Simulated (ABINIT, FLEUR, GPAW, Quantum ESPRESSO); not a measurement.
Bulk modulus against equilibrium volume of CsCl-type AuZn (space group 221) over programs and functionals

Each row is a third-order Birch-Murnaghan fit to seven to nine volumes of CsCl-type AuZn (space group 221) in one program and functional, each with its own basis, cutoff and mesh; V0 is in Å^3/atom and B0 in GPa. Along one equation of state d ln B/d ln V = -B', so if levels differed mainly by where they put the minimum, ln B0 would fall on a line in ln V0 with a slope near -B0'.

| program, functional, potentials | ln V0 | ln B0 | V0 (Å^3/atom) | B0 (GPa) |
|---|---|---|---|---|
| ABINIT, LDA, PseudoDojo | 2.695 | 5.072 | 14.80 | 159.5 |
| Quantum ESPRESSO, LDA, GBRV | 2.696 | ? | 14.82 | ? |
| FLEUR, LDA, all-electron | 2.698 | 5.069 | 14.85 | 159.0 |
| GPAW, LDA, PAW | 2.702 | 5.071 | 14.91 | 159.3 |
| ABINIT, PBEsol, PseudoDojo | 2.726 | 4.963 | 15.28 | 143.1 |
| Quantum ESPRESSO, PBEsol, GBRV | 2.727 | 4.965 | 15.28 | 143.3 |
| GPAW, PBEsol, PAW | 2.733 | 4.963 | 15.39 | 143.0 |
| ABINIT, PBE, PseudoDojo | 2.782 | 4.761 | 16.15 | 116.9 |
| Quantum ESPRESSO, PBE, GBRV | 2.782 | 4.766 | 16.16 | 117.5 |
| Quantum ESPRESSO, PBE, PSlibrary PAW | 2.784 | 4.767 | 16.19 | 117.6 |
| FLEUR, PBE, all-electron | 2.785 | 4.762 | 16.19 | 117.0 |
| GPAW, PBE, PAW | 2.787 | 4.769 | 16.23 | 117.8 |

The 11 complete rows are fitted with a straight line, ln B0 against ln V0. With u = ln V0 - 2.746, the rows have u = -0.051000, -0.048000, -0.044000, -0.020000, -0.019000, -0.013000, 0.036000, 0.036000, 0.038000, 0.039000, 0.041000. Means: u -0.00045455, ln B0 4.9025. About the means, the sum of products is -0.053344 and the sum of squares of u is 0.015007; the slope is their ratio. Least squares gives ln B0 = 4.9009 - 3.555·u. Residuals (row less fit): -0.0102, -0.0025, 0.0137, -0.0090, -0.0034, 0.0159, -0.0119, -0.0069, 0.0012, -0.0003, 0.0139; standard error 0.0107 (degrees of freedom: 9). The slope is -3.6; the rows' own B0' run from 5.4 to 5.6, so the line is flatter than -B0': at one and the same volume the levels with the larger V0 are the stiffer ones.

**Question.** What does the fit predict for ln B0 at ln V0 = 2.696, and how far is the calculated value from it?

**Answer.** u = -0.050000, so ln B0 = 4.9009 - 3.555 × (-0.050000) = 5.0786. The calculation gives 5.076, 0.0026 below the prediction (0.8 % of the range of ln B0 in the table). The row lies between fitted rows. From the scatter of the fitted rows alone, a prediction at this place has a standard error of 0.0120, so the miss is 0.2 times that.

The runs keep the symmetry of the cell, so they don't test it for distortions. FLEUR's values depend on its sphere radii, cutoffs and local orbitals, which need not be converged. Spin polarisation is off, and so is spin-orbit coupling; occupations are Fermi-Dirac, smeared by 0.05 eV in metals and 0.01 eV otherwise. Cutoffs and mesh are single choices, not tested for convergence of this quantity. No row is a reference.
